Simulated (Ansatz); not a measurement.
## Carrier properties of CdSe (F-43m)

```xyz
2
Lattice="0.0000 3.0407 3.0407 3.0407 0.0000 3.0407 3.0407 3.0407 0.0000" Properties=species:S:1:pos:R:3 pbc="T T T"
Cd     0.0000     0.0000     0.0000
Se     4.5611     4.5611     4.5611
```

These are HSE06, rigid bands (plane waves, PAW, scalar-relativistic; Ansatz, a quantum-chemistry and plane-wave program) values and carry that method's errors. How the cell was made: cell and atoms relaxed with PBEsol.

```
Quantity                                                                                                                                                       Result
---------------------------------------------------------------------------------------------------------------------------------------  ----------------------------
band gap                                                                                                                                                      1.55 eV
electron conductivity mass (300 K, dilute)                                                                                                                   0.120 mₑ
effective density of states N_c (300 K)                                                                                                                   1.0e18 cm⁻³
density-of-states mass, electrons                                                                                                                            0.117 mₑ
Seebeck coefficient, n-type 1e19 cm⁻³, 300 K                                                                                                                 -74 μV/K
best n-type power factor at 300 K for τ = 10 fs (best axis; densities from 1e16 to 1e21 cm⁻³ tried, whether or not they can be reached)  1.33 μW/(cm·K²) at 3e18 cm⁻³
```

Rigid bands; masses and Seebeck coefficients take one relaxation time τ for all states and one kind of carrier; polarons and phonon drag are left out. Spin-orbit coupling is left out. Geometry: cell and atoms relaxed with PBEsol.
